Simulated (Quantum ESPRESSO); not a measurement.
The steps of a band-structure calculation for TlPPt5 (P4/mmm, 7 atoms in the cell) with Quantum ESPRESSO.

Level of theory: LDA (PZ), GBRV 1.5 ultrasoft (LDA) pseudopotentials (plane waves; Quantum ESPRESSO 7.5).

Step 1 (scf):

```fortran
&control
   calculation = 'scf',
   prefix = 'TlPPt5',
   outdir = './tmp',
   pseudo_dir = './',
   tprnfor = .true.,
   tstress = .true.,
/
&system
   ibrav = 0,
   nat = 7,
   ntyp = 3,
   ecutwfc = 40,
   ecutrho = 320,
   occupations = 'smearing',
   smearing = 'fermi-dirac',
   degauss = 0.0073499,
/
&electrons
   conv_thr = 1.0d-9,
   mixing_beta = 0.3,
/
ATOMIC_SPECIES
Tl   204.3800  tl_lda_v1.2.uspp.F.UPF
P     30.9738  p_lda_v1.5.uspp.F.UPF
Pt   195.0840  pt_lda_v1.4.uspp.F.UPF
CELL_PARAMETERS angstrom
   3.975680000     0.000000000     0.000000000
   0.000000000     3.975680000     0.000000000
   0.000000000     0.000000000     7.153790000
ATOMIC_POSITIONS crystal
Tl    0.500000000    0.500000000    0.000000000
P     0.000000000    0.000000000    0.500000000
Pt    0.000000000    0.500000000    0.302980000
Pt    0.000000000    0.500000000    0.697020000
Pt    0.500000000    0.000000000    0.302980000
Pt    0.500000000    0.000000000    0.697020000
Pt    0.000000000    0.000000000    0.000000000
K_POINTS automatic
6 6 3  0 0 0
```

Step 2 (bands):

```fortran
&control
   calculation = 'bands',
   prefix = 'TlPPt5',
   outdir = './tmp',
   pseudo_dir = './',
   verbosity = 'high',
/
&system
   ibrav = 0,
   nat = 7,
   ntyp = 3,
   ecutwfc = 40,
   ecutrho = 320,
   occupations = 'smearing',
   smearing = 'fermi-dirac',
   degauss = 0.0073499,
   nbnd = 58,
/
&electrons
   conv_thr = 1.0d-9,
   startingwfc = 'random',
   diago_thr_init = 1.0d-6,
   diagonalization = 'cg',
/
ATOMIC_SPECIES
Tl   204.3800  tl_lda_v1.2.uspp.F.UPF
P     30.9738  p_lda_v1.5.uspp.F.UPF
Pt   195.0840  pt_lda_v1.4.uspp.F.UPF
CELL_PARAMETERS angstrom
   3.975680000     0.000000000     0.000000000
   0.000000000     3.975680000     0.000000000
   0.000000000     0.000000000     7.153790000
ATOMIC_POSITIONS crystal
Tl    0.500000000    0.500000000    0.000000000
P     0.000000000    0.000000000    0.500000000
Pt    0.000000000    0.500000000    0.302980000
Pt    0.000000000    0.500000000    0.697020000
Pt    0.500000000    0.000000000    0.302980000
Pt    0.500000000    0.000000000    0.697020000
Pt    0.000000000    0.000000000    0.000000000
K_POINTS crystal_b
12
  0.00000000   0.00000000   0.00000000   8  ! G
  0.00000000   0.50000000   0.00000000   8  ! X
  0.50000000   0.50000000   0.00000000  11  ! M
  0.00000000   0.00000000   0.00000000   4  ! G
  0.00000000   0.00000000   0.50000000   8  ! Z
  0.00000000   0.50000000   0.50000000   8  ! R
  0.50000000   0.50000000   0.50000000  11  ! A
  0.00000000   0.00000000   0.50000000   1  ! Z
  0.00000000   0.50000000   0.00000000   4  ! X
  0.00000000   0.50000000   0.50000000   1  ! R
  0.50000000   0.50000000   0.00000000   4  ! M
  0.50000000   0.50000000   0.50000000   1  ! A
```

Step 3 (bands.x):

```fortran
&bands
   prefix = 'TlPPt5',
   outdir = './tmp',
   filband = 'bands.dat',
   lsym = .false.,
/
```

Output of bands (abridged):

```
     Atomic positions and unit cell read from directory:
     ./tmp/TlPPt5.save/

     Message from routine setup:
     using ibrav=0 with symmetry is DISCOURAGED, use correct ibrav instead
     G-vector sticks info
     --------------------
     sticks:   dense  smooth     PW     G-vecs:    dense   smooth      PW
     Sum        1441     717    221                73781    26043    4345

     bravais-lattice index     =            0
   [... lines left out ...]
     unit-cell volume          =     763.0546 (a.u.)^3
     number of k points=    69  Fermi-Dirac smearing, width (Ry)=  0.0073
   [... lines left out ...]

     End of band structure calculation

          k = 0.0000 0.0000 0.0000 (  3283 PWs)   bands (ev):

   -34.0522 -34.0521 -34.0383 -34.0381 -33.9220 -33.8772 -33.8204 -33.7714
   -33.6880 -33.6880 -33.6791 -33.6789 -33.4045 -33.4044 -33.3980   5.3739
     7.1944   7.2546   7.2678   7.4227   7.4227   9.2059  10.1014  12.2141
    12.2141  13.1519  13.2257  13.3059  13.6591  13.7679  14.2577  14.5287
    14.5288  15.9901  15.9902  16.2199  16.2385  16.5648  16.9790  17.1464
    17.1464  17.6978  17.6978  17.7020  17.7098  17.9125  18.3349  18.3349
    19.1045  19.1616  20.7653  21.1047  23.3348  23.5572  23.5586  23.6182
    24.1211  24.1225

          k = 0.0000 0.0625 0.0000 (  3295 PWs)   bands (ev):

   -34.0512 -34.0512 -34.0375 -34.0372 -33.9215 -33.8778 -33.8198 -33.7719
   -33.6892 -33.6890 -33.6802 -33.6801 -33.4045 -33.4045 -33.3980   5.3986
     7.2037   7.2606   7.2767   7.4201   7.4238   9.2302  10.1469  12.1833
    12.2175  13.1832  13.2472  13.3401  13.6850  13.7927  14.2307  14.5310
    14.5350  15.9163  15.9939  16.2127  16.2484  16.5501  16.9454  17.1178
    17.1366  17.6134  17.6135  17.6792  17.6921  17.9566  18.1855  18.2172
    19.0575  19.2850  20.6822  21.1996  22.9751  23.5721  23.6135  23.6244
    24.1023  24.2706

   [... 67 blocks of this kind left out ...]
```

Output of bands.x (abridged):

```
     Reading xml data from directory:

     ./tmp/TlPPt5.save/

     G-vector sticks info
     --------------------
     sticks:   dense  smooth     PW     G-vecs:    dense   smooth      PW
     Sum        1441     717    221                73781    26043    4345

     negative rho (up, down):  9.116E-01 0.000E+00
     Reading collected, re-writing distributed wavefunctions
     high-symmetry point:  0.0000 0.0000 0.0000   x coordinate   0.0000
     high-symmetry point:  0.0000 0.5000 0.0000   x coordinate   0.5000
     high-symmetry point:  0.5000 0.5000 0.0000   x coordinate   1.0000
     high-symmetry point:  0.0000 0.0000 0.0000   x coordinate   1.7071
     high-symmetry point:  0.0000 0.0000 0.2779   x coordinate   1.9850
     high-symmetry point:  0.0000 0.5000 0.2779   x coordinate   2.4850
     high-symmetry point:  0.5000 0.5000 0.2779   x coordinate   2.9850
     high-symmetry point:  0.0000 0.0000 0.2779   x coordinate   3.6921
     high-symmetry point:  0.0000 0.5000 0.0000   x coordinate   3.6921
     high-symmetry point:  0.0000 0.5000 0.2779   x coordinate   3.9700
     high-symmetry point:  0.5000 0.5000 0.0000   x coordinate   3.9700
     high-symmetry point:  0.5000 0.5000 0.2779   x coordinate   4.2478

     Plottable bands (eV) written to file bands.dat.gnu
     Bands written to file bands.dat

   JOB DONE.
```

The starting cell comes from a database of computed structures (which also holds hypothetical and non-ambient phases and stackings), without a prior relaxation at this level. Spin-orbit coupling is off. Spin polarisation is off.
